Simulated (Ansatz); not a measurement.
**Short convergence ladders for Fe (Im-3m, 1 atom in the cell)**

```xyz
1
Lattice="-1.4307 1.4307 1.4307 1.4307 -1.4307 1.4307 1.4307 1.4307 -1.4307" Properties=species:S:1:pos:R:3 pbc="T T T"
Fe     0.0000     0.0000     0.0000
```
Moments meant for the start (each program seeds them in its own way; μB, in the order of the atoms Fe): 2.5.

Base method: PBE (plane waves, PAW; Ansatz, a first-principles code).

Base settings: basis.ecutwfc = 420 eV; kpoints.mp_grid.grid = 16 16 16; hamiltonian.xc = pbe; hamiltonian.pseudopotentials = {kind: paw} (the program's default PAW files); magnetization.spin_polarized = true; scf.occupations.method = gaussian; scf.occupations.width = 0.1 eV.

The count of work is k-points × plane waves × bands × iterations; it is no time. 

**The cutoff for other potential files**

Level: DFT, PBE, plane waves, harder PAW files (source: ansatz).

In this ladder: hamiltonian.pseudopotentials = {kind: paw, source: ansatz}.

The second cell is the first with its lattice scaled by 0.98.

The mesh stays at the base's, so the ladder's end is converged at best in this setting alone.

The first pressure column holds Ansatz's estimate of the finite-basis (Pulay) stress, which hides part of the cutoff error; the other is without it.

Only quantities that move along the ladder and can be compared are tabulated.

| basis.ecutwfc | free energy less the last step's (meV/atom) | energy of the compressed cell less the first (meV/atom) | pressure (GPa) | pressure without the Pulay estimate (GPa) | net moment (μB/atom) | count of work / last |
|---|---|---|---|---|---|---|
| 380 eV | 6196.68 | -58.02 | -18.43 | -362.18 | 2.247 | 0.11 |
| 465 eV | 1518.29 | 1.84 | -4.52 | -115.46 | 2.233 | 0.13 |
| 590 eV | 163.24 | -4.90 | -6.07 | -22.43 | 2.250 | 0.20 |
| 715 eV | 10.88 | -0.33 | -5.09 | -6.86 | 2.248 | 0.28 |
| 845 eV | 0.39 | -0.46 | -5.11 | -5.18 | 2.248 | 0.34 |
| 1015 eV | 0.09 | -0.47 | -5.11 | -5.12 | 2.248 | 0.48 |
| 1265 eV | 0.03 | -0.47 | -5.11 | -5.11 | 2.248 | 0.73 |
| 1690 eV | 0.00 | -0.48 | -5.11 | -5.11 | 2.248 | 1.0 |

Coarsest basis.ecutwfc that holds the pressure without the Pulay estimate within 0.1 GPa of the last step, with all finer ones: 845 eV, at 0.34 of the last step's count of work; the step before is off by 1.7 GPa.

Coarsest basis.ecutwfc that holds the pressure within 0.1 GPa of the last step, with all finer ones: 715 eV, at 0.28 of the last step's count of work; the step before is off by 0.96 GPa.

Coarsest basis.ecutwfc that holds the free energy within 0.5 meV/atom of the last step, with all finer ones: 845 eV, at 0.34 of the last step's count of work; the step before is off by 11 meV/atom.

The energy difference between the two cells stays within 1 meV/atom of the last step's from 715 eV on, the total only from 845 eV on: much of the error is common to both cells and cancels.

At the lowest cutoff the pressure without the Pulay estimate lies 357 GPa under the last step's, the usual sign of Pulay stress in an incomplete plane-wave basis.

**The density cutoff**

The mesh stays at the base's, so the ladder's end is converged at best in this setting alone.

Only quantities that move along the ladder and can be compared are tabulated.

```tsv
basis.ecutrho_ratio	free energy less the last step's (meV/atom)	pressure (GPa)
2	-1.48	-4.80
3	-0.04	-5.01
4	-0.02	-5.01
5	-0.01	-5.01
6	0.00	-5.01
8	0.00	-5.01
10	0.00	-5.01
12	0.00	-5.01
16	0.00	-5.01
```

Coarsest basis.ecutrho_ratio that holds the pressure within 0.05 GPa of the last step, with all finer ones: 3; the step before is off by 0.20 GPa.

Coarsest basis.ecutrho_ratio that holds the free energy within 0.5 meV/atom of the last step, with all finer ones: 3; the step before is off by 1.5 meV/atom.

On the base run: the starting cell has typed, rounded lattice constants, without a prior relaxation at this level. Its lattice was rescaled by up to half a per cent. With one magnetic atom in the cell only a parallel order is possible. In the base run, with a pressure of about -5 GPa the cell is away from its equilibrium volume at this level.

Keys are those of Ansatz 0.2.
